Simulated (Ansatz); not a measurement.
Tunnelling through a barrier is set by its complex band structure: the current falls as exp(−2κd) with the smallest κ.

```
CELL_PARAMETERS angstrom
      3.07662     0.00000     0.00000
     -1.53831     2.66443     0.00000
      0.00000     0.00000    15.55102
ATOMIC_POSITIONS crystal
  Si 0.33333 0.66667 0.83299
  Si 0.66667 0.33333 0.33299
  Si 0.66667 0.33333 0.66650
  Si 0.33333 0.66667 0.16650
  Si 0.00000 0.00000 0.49973
  Si 0.00000 0.00000 0.99973
  C  0.00000 0.00000 0.87437
  C  0.00000 0.00000 0.37437
  C  0.33333 0.66667 0.70800
  C  0.66667 0.33333 0.20800
  C  0.66667 0.33333 0.54152
  C  0.33333 0.66667 0.04152
```

The cell is strained (lengths along the current scaled by 1.03, ions clamped); by r2SCAN it stands under a pressure of -5.7 GPa.

Transport runs along the normal of the first two printed cell vectors, the (001) (indices of the unstrained crystal) plane of the conventional cell.

The gap is the functional's own, uncorrected, and κ follows it; spin-orbit coupling is left out. Mid-gap means the computed energy nearest the middle.

Q: Compute, with Ansatz (a quantum-chemistry and plane-wave program) with r2SCAN, the band gap and the smallest decay constant κ at mid-gap.

A: Gap 2.30 eV on a 12×12×2 mesh; κ = 0.217 1/Å, at the zone centre.
